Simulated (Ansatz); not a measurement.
The (10-10) face of hcp Y can be cut between different planes. Symmetric, stoichiometric slabs relaxed in the 1x1 cell (20.8 Å²): top plane Y, 1.06 Å over the next in the ideal cut; top plane Y, 2.11 Å over the next in the ideal cut.

Method: PBE (plane waves to 420 eV, PAW; Ansatz, a quantum-chemistry and plane-wave program).

**Question.** Put the candidates in order of surface energy, lowest first, for PBE.

**Answer.** the cut with an outer spacing of 1.06 Å (0.97 J/m²), the cut with an outer spacing of 2.11 Å (1.28 J/m²)
